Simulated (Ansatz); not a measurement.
The starting structures come from a database of crystals and need not be the phases stable at ambient conditions.

Tunnelling through a barrier is set by its complex band structure: the current falls as exp(−2κd) with the smallest κ.

Given:

```
CELL_PARAMETERS angstrom
      5.07452     0.00000     0.00000
      0.00000     7.83187     0.00000
      0.00000     2.47329     5.69703
ATOMIC_POSITIONS crystal
  Ag 0.95224 0.90186 0.85711
  Ag 0.04776 0.09814 0.14289
  Ag 0.45224 0.59814 0.14289
  Ag 0.54776 0.40186 0.85711
  P  0.59400 0.08425 0.58843
  P  0.40600 0.91575 0.41157
  P  0.09400 0.41575 0.41157
  P  0.90600 0.58425 0.58843
  P  0.22966 0.69963 0.72327
  P  0.77034 0.30037 0.27673
  P  0.72966 0.80037 0.27673
  P  0.27034 0.19963 0.72327
```

Space group of this cell: P2_1/c. The cell is taken as given; by PBEsol its mean pressure is -2.0 GPa.

Transport runs along the normal of the first two printed cell vectors.

No gap correction and no spin-orbit coupling; mid-gap values are interpolated between computed energies.

Estimate the band gap and the smallest decay constant κ at mid-gap that PBEsol in Ansatz (a first-principles code) returns for this system.

Gap 0.60 eV on a 6×4×6 mesh; κ = 0.139 1/Å, at (0.000, 0.250) of the in-plane reciprocal vectors. At the zone centre, at the nearest computed energy, the slowest state has κ = 0.16 1/Å.
